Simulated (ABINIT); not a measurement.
Band structure of V (Im-3m, 1 atom in the cell).

```xyz
1
Lattice="-1.5088 1.5088 1.5088 1.5088 -1.5088 1.5088 1.5088 1.5088 -1.5088" Properties=species:S:1:pos:R:3 pbc="T T T"
V      0.0000     0.0000     0.0000
```

Level of theory: PBE, norm-conserving pseudopotentials (PseudoDojo nc-sr-05 PBE standard) (plane waves; ABINIT).

Settings: pseudos = [V.upf]; ecut = 1143 eV; ixc = 11; occopt = 3; tsmear = 0.00367493 Ha; ngkpt = 15 15 15; nshiftk = 1; shiftk = 0 0 0; potentials = PseudoDojo nc-sr-05 PBE standard; kptopt = 1; nstep = 50; toldfe1 = 1e-09 Ha; ndtset = 2.

The starting cell has typed, rounded lattice constants, without a prior relaxation at this level. Its lattice was rescaled by a random factor within 2.5 % of one. Spin polarisation is off.

Levels in eV from the Fermi level, bands 3 to 10:
```tsv
point	3	4	5	6	7	8	9	10
Γ	-37.10	-37.10	-6.59	0.39	0.39	0.39	2.36	2.36
H	-37.68	-37.68	-2.94	-2.94	3.63	3.63	3.63	9.99
N	-37.36	-37.10	-3.14	-1.11	1.53	2.35	2.71	4.01
P	-37.52	-37.52	-1.12	-1.12	-1.12	2.77	2.77	10.18
```

Bands cross the Fermi level along this path, so the cell is metallic at this level.
